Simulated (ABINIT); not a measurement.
ABINIT run on Ag2O (Pn-3m, 6 atoms in the cell): self-consistent single point.

Level of theory: PBE, PAW (JTH v2.0 PBE PAW) (plane waves; ABINIT 10.0.3).

```
CELL_PARAMETERS angstrom
      4.75399     0.00000     0.00000
      0.00000     4.75399     0.00000
      0.00000     0.00000     4.75399
ATOMIC_POSITIONS crystal
  Ag 0.25000 0.25000 0.75000
  Ag 0.25000 0.75000 0.25000
  Ag 0.75000 0.75000 0.75000
  Ag 0.75000 0.25000 0.25000
  O  0.00000 0.00000 0.00000
  O  0.50000 0.50000 0.50000
```

Reference input (self-consistent single point, DFT, PBE, plane waves, PAW (JTH v2.0 PBE PAW)): pseudos = [Ag.GGA_PBE-JTH.xml, O.GGA_PBE-JTH.xml]; ecut = 48 Ry; pawecutdg = 96 Ry; pawxcdev = 0; ixc = 11; occopt = 6; tsmear = 0.05 eV; ngkpt = 5 5 5; nshiftk = 1; shiftk = 0 0 0; potentials = JTH v2.0 PBE PAW; nband = 36. This run's input differs from it in these lines:

```diff
@@ -19,4 +19,4 @@
          0.5000000000    0.5000000000    0.5000000000
-ecut 48 Ry
-pawecutdg 96 Ry
+ecut 24 Ry
+pawecutdg 48 Ry
 pawovlp -1
```

Output, abridged:

```
--- !BeginCycle
solver: {iscf: 17, nstep: 50, nline: 4, wfoptalg: 10, }
tolerances: {tolvrs: 1.00E-11, }
...

     iter   Etot(hartree)      deltaE(h)  residm     nres2
 ETOT  1  -184.99884256050    -1.850E+02 6.721E-02 1.327E+01
 ETOT  2  -185.01312326894    -1.428E-02 2.286E-03 1.197E+01
 ETOT  3  -184.94949731375     6.363E-02 3.160E-03 4.743E-01
 ETOT  4  -184.94909157369     4.057E-04 3.055E-04 1.773E-02
 ETOT  5  -184.94900146523     9.011E-05 8.936E-05 2.621E-03
   [... 5 lines left out ...]
 ETOT 11  -184.94900588452     1.857E-10 3.875E-06 3.238E-10
 ETOT 12  -184.94900588452    -1.819E-12 1.294E-05 8.608E-11
 ETOT 13  -184.94900588452     1.222E-12 1.229E-06 5.824E-11
 ETOT 14  -184.94900588452    -4.547E-13 4.142E-06 6.049E-12
 At SCF step   14       nres2   =  6.05E-12 < tolvrs=  1.00E-11 =>converged.

 Cartesian components of stress tensor (hartree/bohr^3)
  sigma(1 1)=  4.88003242E-04  sigma(3 2)=  0.00000000E+00
  sigma(2 2)=  4.88003242E-04  sigma(3 1)=  0.00000000E+00
  sigma(3 3)=  4.88003242E-04  sigma(2 1)=  0.00000000E+00

 ----iterations are completed or convergence reached----

 reduced coordinates (array xred) for    6 atoms
       0.250000000000      0.250000000000      0.750000000000
       0.250000000000      0.750000000000      0.250000000000
       0.750000000000      0.750000000000      0.750000000000
       0.750000000000      0.250000000000      0.250000000000
       0.000000000000      0.000000000000      0.000000000000
       0.500000000000      0.500000000000      0.500000000000
 cartesian forces (eV/Angstrom) at end:
   [... lines left out ...]
 Fermi (or HOMO) energy (hartree) =   0.05945   Average Vxc (hartree)=  -0.38454
 Fermi (or HOMO) energy (eV) =   1.61780   Average Vxc (eV)= -10.46375
   [... lines left out ...]
'-kT*entropy'       : -7.24498960506115E-06
total_energy        : -1.84949007341210E+02
total_energy_eV     : -5.03271843328762E+03
...

-Cartesian components of stress tensor (GPa)         [Pressure= -1.4358E+01 GPa]
- sigma(1 1)=  1.43575486E+01  sigma(3 2)=  0.00000000E+00
- sigma(2 2)=  1.43575486E+01  sigma(3 1)=  0.00000000E+00
- sigma(3 3)=  1.43575486E+01  sigma(2 1)=  0.00000000E+00

 Calculation completed.
```

The run converged in 14 iterations. Against the reference run the free energy goes up by 444 meV/atom and the pressure goes from 2.86 to -14.36 GPa.

The starting cell comes from a database of computed structures (which also holds hypothetical and non-ambient phases and stackings), without a prior relaxation at this level. At the lowered cutoff the pressure carries the error of an incomplete plane-wave basis. The run gives no clean gap (levels at the Fermi energy touch, overlap or are partly filled at this smearing), which alone does not show that the compound is a metal.

Cost on one core of a shared machine: roughly 90 s.
